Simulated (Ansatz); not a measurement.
Abridged Ansatz (a first-principles code) output:

```
Pseudopotential: Ag, paw, valence charge 19
Pseudopotential: O, paw, valence charge 6
Crystal: 6 atoms, lattice volume = 104.269 Å³
Basis set: ecut = 420 eV, 2007 PW (Γ), exchange–correlation on 64×64×64 points (8 copies of the dense FFT grid, shifted against one another)
Bands: 50, of which v1, the nominal top of the filled ones, is band 44 counted from 1 (43 counted from 0)
Symmetry: 48 space group operations
k-points: 20 of 343
Functional: x = pbesol(κ = 0.804, μ = 0.12345679012345678), c = pbesol(β = 0.046)
SCF iter   1: F=—  HF=-31205.878326 eV  |F-HF|=—  |Δ(HF+E_count)|=         —  Δρ=1.67e-2  dr2=2.98e-1  ethr=1.77e-3  ⟨swp⟩=6.0  Hψ=3168  notcnv=0  defer=4
SCF iter   2: F=—  HF=-31205.812115 eV  |F-HF|=—  |Δ(HF+E_count)|=   6.62e-2  Δρ=3.35e-3  dr2=9.93e-3  ethr=3.38e-4  ⟨swp⟩=2.1  Hψ=1830  notcnv=0  defer=30
SCF 1 converged in 9 iterations: F = -31205.809713 eV  dr2 = 1.40e-10
SCF converged after 9 iterations
Free energy (F): -31205.809713 eV
Internal energy: -31205.807868 eV  (E = F + TS)
E sigma→0 (E₀):  -31205.808790 eV
Entropy (-TS):   -0.001845 eV (-0.307 meV/atom)
Fermi energy:    11.032227 eV
--- Forces (eV/Å), atoms counted from 1 ---
  atom   1  Ag     0.00000000     0.00000000     0.00000000
  atom   2  Ag     0.00000000    -0.00000000     0.00000000
  atom   3  Ag     0.00000000    -0.00000000    -0.00000000
  atom   4  Ag     0.00000000    -0.00000000     0.00000000
  atom   5  O      0.00000000     0.00000000     0.00000000
  atom   6  O      0.00000000     0.00000000     0.00000000
--- Stress (GPa, compression-positive) ---
       -0.007138      -0.000000       0.000000
       -0.000000      -0.007138       0.000000
        0.000000       0.000000      -0.007138
  P = ⅓ Tr σ = -0.0071 GPa (-0.071 kbar)
```

Task: What was computed, and what are the main results?

Result: Ag2O, 6 atoms in the cell, with Kohn–Sham DFT with the PBEsol functional, run in Ansatz with PAW and 420 eV plane waves, no SOC. The last SCF converged to F = -31205.809713 eV, or -5200.9683 eV per atom, at a pressure of -0.01 GPa. The total energy compares only with runs of the same code, potentials and settings.

Whether these cells are dynamically stable was not tested. No Hubbard U is applied, and correlation can decide whether such a compound is a metal. All final runs are without spin polarisation. The cell is Ag2O (space group Pn-3m, No. 224).
